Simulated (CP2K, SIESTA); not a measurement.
A SIESTA input for a self-consistent single point of LiF (Fm-3m, 2 atoms in the cell) (DFT, GGA PBEsol, numerical atomic orbitals TZP, PseudoDojo PBEsol standard norm-conserving potentials (rewritten from UPF to PSML)):

```
# files in the folder: Li.psml F.psml (PseudoDojo PBEsol standard)
SystemName  LiF
SystemLabel LiF

NumberOfAtoms                2
NumberOfSpecies              2
%block ChemicalSpeciesLabel
  1 3 Li
  2 9 F
%endblock ChemicalSpeciesLabel
LatticeConstant              2.853927 Ang
%block LatticeVectors
     0.000000000    0.707106734    0.707106734
     0.707106734    0.000000000    0.707106734
     0.707106734    0.707106734    0.000000000
%endblock LatticeVectors
AtomicCoordinatesFormat      Bohr
%block AtomicCoordinatesAndAtomicSpecies
     0.000000000    0.000000000    0.000000000  1
     3.813525901    3.813525901    3.813525901  2
%endblock AtomicCoordinatesAndAtomicSpecies

XC.functional                GGA
XC.authors                   PBEsol
PAO.BasisSize                TZP
PAO.EnergyShift              0.01 Ry
PAO.Polarization.NonPerturbative true
MeshCutoff                   400 Ry
%block kgrid.MonkhorstPack
    9   0   0  0.0
    0   9   0  0.0
    0   0   9  0.0
%endblock kgrid.MonkhorstPack
OccupationFunction           FD
ElectronicTemperature        10 K

MaxSCFIterations             150
SCF.Mixer.Method             Pulay
SCF.Mixer.Weight             0.2
SCF.Mixer.History            6
SCF.DM.Tolerance             1.0E-05
Diag.ParallelOverK           true
WriteForces                  true
Charge.Mulliken              end
```

### Question
Give the CP2K input for the same structure, mesh, smearing and functional.

### Answer
One input that does it (others would too):

```
&GLOBAL
  PROJECT bulk
  RUN_TYPE ENERGY_FORCE
  PRINT_LEVEL LOW
&END GLOBAL
&FORCE_EVAL
  METHOD Quickstep
  STRESS_TENSOR ANALYTICAL
  &DFT
    BASIS_SET_FILE_NAME BASIS_MOLOPT
    POTENTIAL_FILE_NAME GTH_POTENTIALS
    &QS
      METHOD GPW
      EPS_DEFAULT 1E-10
    &END QS
    &MGRID
      CUTOFF 550
      REL_CUTOFF 50
      NGRIDS 5
    &END MGRID
    &SCF
      SCF_GUESS ATOMIC
      EPS_SCF 1E-7
      MAX_SCF 100
      ADDED_MOS 4
      &DIAGONALIZATION
        ALGORITHM STANDARD
      &END DIAGONALIZATION
      &MIXING
        METHOD BROYDEN_MIXING
        ALPHA 0.4
        NBUFFER 10
        BETA 1.5
      &END MIXING
    &END SCF
    &KPOINTS
      SCHEME MONKHORST-PACK 9 9 9
    &END KPOINTS
    &XC
      &XC_FUNCTIONAL
        &PBE
          PARAMETRIZATION PBESOL
        &END PBE
      &END XC_FUNCTIONAL
    &END XC
    &PRINT
      &MO
        EIGENVALUES T
        OCCUPATION_NUMBERS T
        NDIGITS 8
        FILENAME mo
        &EACH
          QS_SCF 0
        &END EACH
        ADD_LAST NUMERIC
      &END MO
      &MULLIKEN OFF
      &END MULLIKEN
    &END PRINT
  &END DFT
  &SUBSYS
    &CELL
      ABC 2.85392700 2.85392651 2.85392630
      ALPHA_BETA_GAMMA 59.99999481 60.00000346 60.00000586
      PERIODIC XYZ
    &END CELL
    &COORD
      Li       0.00000000     0.00000000     0.00000000
      F        2.85392650     1.64771550     1.16511050
    &END COORD
    &KIND Li
      BASIS_SET DZVP-MOLOPT-SR-GTH-q3
      POTENTIAL GTH-PBE-q3
    &END KIND
    &KIND F
      BASIS_SET DZVP-MOLOPT-SR-GTH-q7
      POTENTIAL GTH-PBE-q7
    &END KIND
  &END SUBSYS
  &PRINT
    &FORCES ON
    &END FORCES
    &STRESS_TENSOR ON
    &END STRESS_TENSOR
  &END PRINT
&END FORCE_EVAL
```

Basis settings and potentials, where a program has them, do not carry over. This input uses DFT PBEsol, GPW, DZVP-MOLOPT-SR-GTH basis, GTH-PBE potentials (GTH_POTENTIALS). Both were run: pressure -4.74 GPa in SIESTA and -0.51 in CP2K; gap on the mesh 8.820 eV in SIESTA and 8.804 in CP2K.

On SIESTA: the starting cell comes from a database of computed structures (which also holds hypothetical and non-ambient phases and stackings), without a prior relaxation at this level. Its lattice was rescaled by a random factor within 2.5 % of one. Values carry the incompleteness of an atom-centred basis. With a pressure of about -5 GPa the cell is away from its equilibrium volume at this level.

On CP2K: the starting cell comes from a database of computed structures (which also holds hypothetical and non-ambient phases and stackings), without a prior relaxation at this level. Its lattice was rescaled by a random factor within 2.5 % of one. Values carry the incompleteness of an atom-centred basis. The potentials were made for another functional than the one used.
